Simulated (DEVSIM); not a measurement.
System: abrupt Ge n-p junction, at 300 K.

Layer 1 from the left is Ge, thickness (μm) 5.30, Nd (cm⁻³) 6e13, τn (s) 0.00084, τp (s) 0.00084. Layer 2 from the left is Ge, thickness (μm) 260, Na (cm⁻³) 8.1e17, τn (s) 0.00084, τp (s) 0.00084.

Left contact: ohmic. Right contact: ohmic. Voltage is applied to the left contact. Recombination: SRH at mid-gap, radiative, Auger. Mobility is constant in doping.

This is a model device: material constants are rounded textbook-type values typed into the input, and sizes, dopings and lifetimes were drawn at random. Values at 300 K.

Ge: gap (eV) 0.664, affinity (eV) 4, permittivity 16, Nc (cm⁻³) 1.04e19, Nv (cm⁻³) 6e18, μn (cm²/Vs) 3900, μp (cm²/Vs) 1900, B (cm³/s) 6.4e-14, Cn (cm⁶/s) 1e-31, Cp (cm⁶/s) 1e-31.

Model (solved in DEVSIM): 1D drift-diffusion, Boltzmann statistics, complete ionisation; no tunnelling, impact ionisation, image-force lowering or self-heating.

**Question.** What does the simulation give for the largest field in the device at zero bias, the dark forward voltage at 100 A/cm², the potential step across the device at zero bias, the dark forward voltage at 1 A/cm²?

**Answer.** largest field in the device at zero bias 42000 V/cm; dark forward voltage at 100 A/cm² 0.274 V; potential step across the device at zero bias 0.303 V; dark forward voltage at 1 A/cm² 0.067 V.
